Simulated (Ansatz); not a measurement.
Input and output of a self-consistent single point for Au (Fm-3m, 1 atom in the cell) (Ansatz, a program for electronic structure).

Level of theory: PBEsol, PAW files made with PBE (plane waves; Ansatz).

The change in words: lattice scaled by 0.98. Reference geometry:
```
CELL_PARAMETERS angstrom
      0.00000     2.03388     2.03388
      2.03388     0.00000     2.03388
      2.03388     2.03388     0.00000
ATOMIC_POSITIONS crystal
  Au 0.00000 0.00000 0.00000
```

Reference input (self-consistent single point, DFT, PBEsol, plane waves, PAW files made with PBE): basis.ecutwfc = 420 eV; kpoints.mp_grid.grid = 14 14 14; hamiltonian.xc = pbesol; hamiltonian.pseudopotentials = {kind: paw} (the program's default PAW files); scf.occupations.method = fermi_dirac; scf.occupations.width = 0.1 eV. This run's input differs from it in these lines:

```diff
@@ -2,5 +2,5 @@
   lattice:
-    - [0.000000, 2.033880, 2.033880]
-    - [2.033880, 0.000000, 2.033880]
-    - [2.033880, 2.033880, 0.000000]
+    - [0.000000, 1.993202, 1.993202]
+    - [1.993202, 0.000000, 1.993202]
+    - [1.993202, 1.993202, 0.000000]
   atoms:
```

The program printed (abridged):

```
SCF iter   1: F=—  HF=-13009.108318 eV  |F-HF|=—  |Δ(HF+E_count)|=         —  Δρ=7.75e-2  dr2=9.97e-1  ethr=3.10e-3  ⟨swp⟩=4.2  Hψ=7031  notcnv=0
all-band conjugate gradients solve this SCF's bands
preconditioner: auto → none
SCF iter   2: F=—  HF=-13008.856162 eV  |F-HF|=—  |Δ(HF+E_count)|=   2.52e-1  Δρ=3.61e-2  dr2=2.09e-1  ethr=3.10e-3  ⟨swp⟩=2.0  Hψ=2721  notcnv=0  defer=13
SCF iter   3: F=—  HF=-13008.790148 eV  |F-HF|=—  |Δ(HF+E_count)|=   6.60e-2  Δρ=4.84e-3  dr2=1.44e-3  ethr=1.10e-3  ⟨swp⟩=2.1  Hψ=2350  notcnv=0  defer=13
SCF iter   4: F=—  HF=-13008.791567 eV  |F-HF|=—  |Δ(HF+E_count)|=   1.42e-3  Δρ=6.04e-4  dr2=4.40e-5  ethr=7.57e-6  ⟨swp⟩=2.0  Hψ=2633  notcnv=0  defer=13
SCF iter   5: F=—  HF=-13008.791559 eV  |F-HF|=—  |Δ(HF+E_count)|=   8.27e-6  Δρ=2.24e-5  dr2=2.65e-8  ethr=5.26e-10  ⟨swp⟩=4.7  Hψ=8001  notcnv=0
SCF iter   6: F=-13008.791559 eV  HF=-13008.791559 eV  |F-HF|=5.96e-9  |Δ(HF+E_count)|=   4.85e-9  Δρ=7.19e-6  dr2=7.39e-9  ethr=1.40e-10  ⟨swp⟩=1.6  Hψ=4410  notcnv=0
SCF 1 converged in 6 iterations: F = -13008.791559 eV  dr2 = 7.39e-9
Free energy (F): -13008.791559 eV
Internal energy: -13008.781290 eV  (E = F + TS)
E sigma→0 (E₀):  -13008.786424 eV
Entropy (-TS):   -0.010270 eV (-10.270 meV/atom)
Fermi energy:    22.512440 eV
--- Forces (eV/Å), atoms counted from 1 ---
  atom   1  Au     0.00000000     0.00000000    -0.00000000
--- Stress (GPa, compression-positive) ---
       15.525219      -0.000000       0.000000
       -0.000000      15.525219      -0.000000
        0.000000       0.000000      15.525219
  P = ⅓ Tr σ = 15.5252 GPa (155.252 kbar)
  The stress holds the Pulay correction. Without it, at fixed plane waves, as pw.x and ABINIT print it: P = 15.4653 GPa
```

The run converged in 6 iterations. Against the reference run the free energy rises by 51.5 meV/atom and the pressure goes from 2.03 to 15.53 GPa.

The starting cell has typed, rounded lattice constants, without a prior relaxation at this level. Its lattice was rescaled by up to half a per cent. For this run, on top of that: lattice scaled by 0.98. With a pressure of about 16 GPa the cell is away from its equilibrium volume at this level. Ansatz's pressure includes its estimate of the finite-basis (Pulay) stress.

Keys are those of Ansatz 0.2.
